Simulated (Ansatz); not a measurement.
Base system: BP in the zinc blende structure (space group F-43m, No. 216; a = 4.491 Å).

Calculations: Ansatz (a program for electronic structure) LDA, no spin-orbit coupling.

Strains are applied to the cell and any free atomic positions relax.

One change was made to it. Results:

| quantity | base | after |
|---|---|---|
| pressure | -0.01 GPa | 8.66 GPa |
| smallest direct gap | 3.43 eV | 3.51 eV |
| energy relative to the base (free energy F) | 0 meV/atom | +13 meV/atom |

Task: Name the change that was made.
A) isotropic strain −0.50 %
B) isotropic strain −2.50 %
C) isotropic strain −1.50 %

Result: C, isotropic strain −1.50 %. For comparison, the energy relative to the base in the other runs: isotropic strain −0.50 % gives +1.4 meV/atom; isotropic strain −2.50 % gives +37 meV/atom.

No phonon test of stability was made.
